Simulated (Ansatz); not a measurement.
Hypothetical cubic perovskite CaHfSe3: pressure series

Consider CaHfSe₃ in the cubic perovskite structure (space group Pm-3m, No. 221; a = 5.1232 Å; a hypothetical phase, not in the database extracts checked).

Cell and atoms are relaxed at each pressure.

Levels (all Ansatz, a quantum-chemistry and plane-wave program, PAW): PBEsol (420 eV, no spin-orbit coupling); HSE06 (420 eV, scalar-relativistic without spin-orbit coupling).

Band gaps by level, all at the geometries relaxed with PBEsol:

```json
[
 {"case": "base", "PBEsol": "0.08 eV", "HSE06": "0.74 eV"},
 {"case": "pressure −2 GPa", "PBEsol": "0.15 eV", "HSE06": "(withheld)"},
 {"case": "pressure −1 GPa", "PBEsol": "0.11 eV", "HSE06": "(withheld)"},
 {"case": "pressure 1.5 GPa", "PBEsol": "zero", "HSE06": "(withheld)"}
]
```

### Question
Some entries are withheld; estimate them.

### Answer

- pressure −2 GPa, HSE06: 0.81 eV
- pressure −1 GPa, HSE06: 0.77 eV
- pressure 1.5 GPa, HSE06: 0.68 eV

Single points use the geometry relaxed with PBEsol. HSE06 gaps are upper bounds (no full band path). Spin-orbit coupling, missing from the scalar runs, can matter with Hf. Load acts through the strain it causes; cell and atoms are relaxed under it. Stability against distortions was not tested. All final runs are without spin polarisation. Many cubic perovskites are stable only at high temperature; tilts and polar distortions were not tested. Gaps under 0.05 eV, about the width of the smearing, are given as zero. A zero or small gap of CaHfSe3 can be the functional's error rather than a property of the material.
